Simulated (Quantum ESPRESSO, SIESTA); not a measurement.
A SIESTA input for a self-consistent single point of Al₂Cu (I4/mcm, 6 atoms in the cell) (DFT, GGA PBE, numerical atomic orbitals TZP, PseudoDojo PBE standard norm-conserving potentials (rewritten from UPF to PSML)):

```
# files in the folder: Al.psml Cu.psml (PseudoDojo PBE standard)
SystemName  Al2Cu
SystemLabel siesta

NumberOfAtoms                6
NumberOfSpecies              2
%block ChemicalSpeciesLabel
  1 13 Al
  2 29 Cu
%endblock ChemicalSpeciesLabel
LatticeConstant              1.0 Ang
%block LatticeVectors
    -2.998900000    2.998900000    2.392735000
     2.998900000   -2.998900000    2.392735000
     2.998900000    2.998900000   -2.392735000
%endblock LatticeVectors
AtomicCoordinatesFormat      Ang
%block AtomicCoordinatesAndAtomicSpecies
     0.951311058    2.047588942    2.392735000  1
     2.047588942    0.951311058    0.000000000  1
     0.951311058    3.950211058    0.000000000  1
     2.047588942   -0.951311058    2.392735000  1
     0.000000000    0.000000000    1.196367500  2
    -0.000000000    0.000000000    3.589102500  2
%endblock AtomicCoordinatesAndAtomicSpecies

XC.functional                GGA
XC.authors                   PBE
PAO.BasisSize                TZP
PAO.EnergyShift              0.01 Ry
MeshCutoff                   350 Ry
%block kgrid.MonkhorstPack
    6   0   0  0.0
    0   6   0  0.0
    0   0   6  0.0
%endblock kgrid.MonkhorstPack
OccupationFunction           MP
OccupationMPOrder            0
ElectronicTemperature        0.272 eV

MaxSCFIterations             150
SCF.Mixer.Method             Broyden
SCF.Mixer.Weight             0.25
SCF.Mixer.History            6
SCF.DM.Tolerance             1.0E-04
Diag.ParallelOverK           true
WriteForces                  true
Charge.Mulliken              end
```

**Question.** Give the Quantum ESPRESSO input for the same structure, mesh, smearing and functional.

**Answer.** One input that does it (others would too):

```fortran
&control
 calculation = 'scf'
 prefix = 'al2cu'
 outdir = './out'
 pseudo_dir = './'
 verbosity = 'high'
 tprnfor = .true.
 tstress = .true.
/
&system
 ibrav = 0
 nat = 6
 ntyp = 2
 ecutwfc = 50
 ecutrho = 300
 occupations = 'smearing'
 smearing = 'gaussian'
 degauss = 0.019992
/
&electrons
 conv_thr = 1.0d-9
/
ATOMIC_SPECIES
Al    26.9815  Al.pbe-n-kjpaw_psl.1.0.0.UPF
Cu    63.5460  Cu.pbe-dn-kjpaw_psl.1.0.0.UPF
ATOMIC_POSITIONS crystal
Al    0.841390000    0.658610000    0.500000000
Al    0.158610000    0.341390000    0.500000000
Al    0.658610000    0.158610000    0.817220000
Al    0.341390000    0.841390000    0.182780000
Cu    0.250000000    0.250000000    0.000000000
Cu    0.750000000    0.750000000    0.000000000
K_POINTS automatic
6 6 6  0 0 0
CELL_PARAMETERS angstrom
  -2.998900000     2.998900000     2.392735000
   2.998900000    -2.998900000     2.392735000
   2.998900000     2.998900000    -2.392735000
```

Basis settings and potentials, where a program has them, do not carry over. This input uses DFT, PBE, plane waves, PSlibrary PAW (PBE) pseudopotentials.

The starting cell comes from a database of computed structures (which also holds hypothetical and non-ambient phases and stackings), without a prior relaxation at this level.
